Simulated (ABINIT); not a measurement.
A self-consistent single point of ZnIr (P-6m2, 2 atoms in the cell) with ABINIT.

Computed with LDA (PW92), PAW (JTH v2.0 LDA PAW) (plane waves; ABINIT).

The change in words: lattice scaled by 0.98. Reference geometry:
```xyz
2
Lattice="2.7772 0.0000 0.0000 -1.3886 2.4051 0.0000 0.0000 0.0000 4.1639" Properties=species:S:1:pos:R:3 pbc="T T T"
Zn     1.3886     0.8017     2.0819
Ir     0.0000     0.0000     0.0000
```

Reference input (self-consistent single point, DFT, LDA (PW92), plane waves, PAW (JTH v2.0 LDA PAW)): pseudos = [Zn.LDA_PW-JTH.xml, Ir.LDA_PW-JTH.xml]; ecut = 30 Ha; pawecutdg = 60 Ha; pawxcdev = 0; occopt = 3; tsmear = 0.00367493 Ha; ngkpt = 18 18 11; nshiftk = 1; shiftk = 0 0 0; potentials = JTH v2.0 LDA PAW; nband = 19; kptopt = 1. This run's input differs from it in these lines:

```diff
@@ -3,6 +3,6 @@
 pseudos "Zn.LDA_PW-JTH.xml, Ir.LDA_PW-JTH.xml"
-acell 2.7771797512 2.7771797512 4.1638600000 Angstrom
+acell 2.7216360486 2.7216360486 4.0805830000 Angstrom
 rprim
-         1.0000000000    0.0000000208    0.0000000000
-        -0.5000000180    0.8660253934    0.0000000000
+         1.0000000000   -0.0000000041    0.0000000000
+        -0.4999999964    0.8660254059    0.0000000000
          0.0000000000    0.0000000000    1.0000000000
@@ -13,3 +13,3 @@
 xcart
-         2.6240545328    1.5149986636    3.9342775106
+         2.5715733775    1.4846985675    3.8555921494
          0.0000000000    0.0000000000    0.0000000000
```

Output (repeated stretches shortened):

```
--- !BeginCycle
solver: {iscf: 17, nstep: 50, nline: 4, wfoptalg: 10, }
tolerances: {toldfe: 1.00E-09, }
...

     iter   Etot(hartree)      deltaE(h)  residm     nres2
 ETOT  1  -134.05584346861    -1.341E+02 4.144E+01 7.831E+01
 ETOT  2  -143.59103958618    -9.535E+00 1.055E+01 1.313E+03
 ETOT  3  -141.81072965682     1.780E+00 2.746E+00 5.236E+01
 ETOT  4  -141.96049031728    -1.498E-01 2.077E+00 2.496E+01
 ETOT  5  -141.92179223639     3.870E-02 1.683E+00 8.771E+00
   [... 22 lines left out ...]
 ETOT 28  -141.89097215097    -5.162E-09 3.683E-04 3.089E-06
 ETOT 29  -141.89097214334     7.628E-09 2.961E-04 6.562E-08
 ETOT 30  -141.89097214375    -4.051E-10 3.016E-04 1.419E-08
 ETOT 31  -141.89097214378    -3.064E-11 3.116E-04 8.897E-09
 At SCF step   31, etot is converged :
  for the second time, diff in etot=  3.064E-11 < toldfe=  1.000E-09

 Cartesian components of stress tensor (hartree/bohr^3)
  sigma(1 1)= -1.78096070E-04  sigma(3 2)=  0.00000000E+00
  sigma(2 2)= -1.78096076E-04  sigma(3 1)=  0.00000000E+00
  sigma(3 3)= -1.89627445E-04  sigma(2 1)= -2.03480070E-12

 ----iterations are completed or convergence reached----

 reduced coordinates (array xred) for    2 atoms
       0.666666663711      0.333333331814      0.499999997814
      -0.000000002955     -0.000000001519     -0.000000002186
 cartesian forces (eV/Angstrom) at end:
    1      0.00000000000000    -0.00000000000000    -0.00000000000000
    2     -0.00000000000000     0.00000000000000    -0.00000000000000
 frms,max,avg= 1.4358149E-26 2.1537223E-26   0.000E+00  0.000E+00  0.000E+00 e/A
   [... lines left out ...]
 Fermi (or HOMO) energy (hartree) =   0.51549   Average Vxc (hartree)=  -0.46226
 Fermi (or HOMO) energy (eV) =  14.02710   Average Vxc (eV)= -12.57864
   [... lines left out ...]
'-kT*entropy'       : -1.37115515593384E-03
total_energy        : -1.41890994316081E+02
total_energy_eV     : -3.86105031261197E+03
...

-Cartesian components of stress tensor (GPa)         [Pressure=  5.3529E+00 GPa]
- sigma(1 1)= -5.23976641E+00  sigma(3 2)=  0.00000000E+00
- sigma(2 2)= -5.23976657E+00  sigma(3 1)=  0.00000000E+00
- sigma(3 3)= -5.57903112E+00  sigma(2 1)= -5.98658933E-08

 Calculation completed.
```

The run converged in 31 iterations. Against the reference run the free energy drops by 12.7 meV/atom and the pressure goes from -9.45 to 5.35 GPa.

The starting cell comes from a database of computed structures (which also holds hypothetical and non-ambient phases and stackings), without a prior relaxation at this level. For this run, on top of that: lattice scaled by 0.98. Spin polarisation is off. With a pressure of about 5 GPa the cell is away from its equilibrium volume at this level.

Cost on one core of a shared machine: roughly 5 min.
